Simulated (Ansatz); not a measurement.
WC under a change: tensor shear ε_xz = +1.71 %

Consider WC (space group P-6m2, No. 187; a = 2.9127 Å, c = 2.8354 Å; relaxed with 0.1 eV smearing). Axes: x lies along a and z along c of the hexagonal cell.

Now apply this change: tensor shear ε_xz = +1.71 % (engineering shear γ = 0.0342), atoms relaxed at fixed cell.

Computed with r2SCAN, PAW, 500 eV (Ansatz, a quantum-chemistry and plane-wave program; no spin-orbit coupling). Settings: 23×23×20 k-points, 0.1 eV Fermi–Dirac smearing.

The volume per atom hardly moves (10.42 Å³ against 10.41 Å³) and the space group changes from P-6m2 (No. 187) to C2 (No. 5). The energy rises by 12 meV/atom and the pressure (mean of the normal stresses, compression positive) goes from zero to 0.5 GPa. The band gap remains zero and the stress (xx, yy, zz, yz, xz, xy; compression positive) comes out as (0.6, 0.3, 0.6, 0.0, -10.7, 0.0) GPa.

Final structure:

```yaml
crystal:
  lattice:
    - [2.91268, 0.00000, 0.04981]
    - [-1.45634, 2.52245, -0.02490]
    - [0.04848, 0.00000, 2.83536]
  atoms:
    - { symbol: W, position: [0.00021, 0.00042, 0.00000] }
    - { symbol: C, position: [0.33312, 0.66624, 0.50000] }
```

The cells carry an imposed strain or load. Whether these cells are dynamically stable was not tested. All final runs are without spin polarisation.
